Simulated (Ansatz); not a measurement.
**A computed series for ZrO2: pressure series**

Base system: ZrO₂ (space group P4_2/nmc, No. 137; a = 3.6210 Å, c = 5.2829 Å).

Cell and atoms are relaxed at each pressure.

All numbers come from plane-wave PAW DFT at the PBE level (Ansatz, a program for electronic structure, 420 eV), without spin-orbit coupling.

```tsv
variant	c/a ratio	volume per atom	band gap
base	1.459	11.54 Å³	4.04 eV
pressure −2 GPa	1.465	11.70 Å³	4.03 eV
pressure −1 GPa	1.462	11.62 Å³	4.03 eV
pressure 0.9 GPa	1.457	11.48 Å³	4.04 eV
pressure 2.1 GPa	1.454	11.40 Å³	4.04 eV
pressure 4.5 GPa	1.448	11.24 Å³	4.05 eV
pressure 9 GPa	1.441	10.99 Å³	4.07 eV
pressure 15 GPa	1.433	10.70 Å³	4.04 eV
pressure 30 GPa	1.421	10.12 Å³	3.92 eV
```

Load acts through the strain it causes; cell and atoms are relaxed under it. Whether these cells are dynamically stable was not tested. Competing high-pressure phases were not computed. This is not the structure that ZrO2 has at room temperature and ambient pressure.
